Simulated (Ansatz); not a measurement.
Troubleshooting Ansatz (a program for electronic structure): a failed run on Li2H2SO5 (P2_1, 20 atoms in the cell). The aim is a self-consistent single point with DFT, r2SCAN, plane waves, default PAW files made with PBE.

Cell that was meant: a = 5.5559 Å, b = 4.9040 Å, c = 8.2696 Å, α = 90.00°, β = 107.11°, γ = 90.00°.

Part of the input:

Ansatz 0.2 input:
```yaml
    - { symbol: O, position: [0.32686000, 0.29971000, 0.20968000] }
    - { symbol: O, position: [0.97639000, 0.42465000, 0.82861000] }
    - { symbol: O, position: [0.02361000, 0.92465000, 0.17139000] }
total_charge: 1.0
kpoints:
  mp_grid: { grid: [3, 3, 2] }
hamiltonian:
```

Log, with long lists cut:

```
Error: inconsistent input (scf.occupations.method, magnetization): a σ = 0 step fill (method: fixed, or a smearing width below the step floor) cannot realise an odd electron count (87) without a locked total moment — the per-k integer fill puts the same N_el/2 bands in each spin channel; set magnetization.spin_polarized: true with magnetization.spin_locking.lock_magnetization: hard and an odd magnetization.initial_magnetization (the unpaired electron then fills one channel), or use a smearing method with a finite width, such as fermi_dirac
```

Read the log: what does the program object to, and what is the fix?

The fault is an unintended net charge; here the program stops on it instead of giving results. To fix it, remove the charge. The program stopped before any SCF iteration.

An input that runs soundly differs in these lines (not the only fix; some lines may just follow from the change or write a value another way):
```diff
-total_charge: 1.0
```

With that input, the run converged in 8 iterations: free energy E − TS (on the zero of these files) -8390.5973 eV; top of the valence band (on the code's own zero) 0.44 eV; gap on the k-point mesh 6.20 eV; pressure -3.68 GPa; largest force (vector length) 0.552 eV/Å (DFT, r2SCAN, plane waves, default PAW files made with PBE).

On the sound input: the starting cell comes from a database of computed structures (which also holds hypothetical and non-ambient phases and stackings), without a prior relaxation at this level. With a pressure of about -4 GPa the cell is away from its equilibrium volume at this level. Ansatz's pressure includes its estimate of the finite-basis (Pulay) stress.
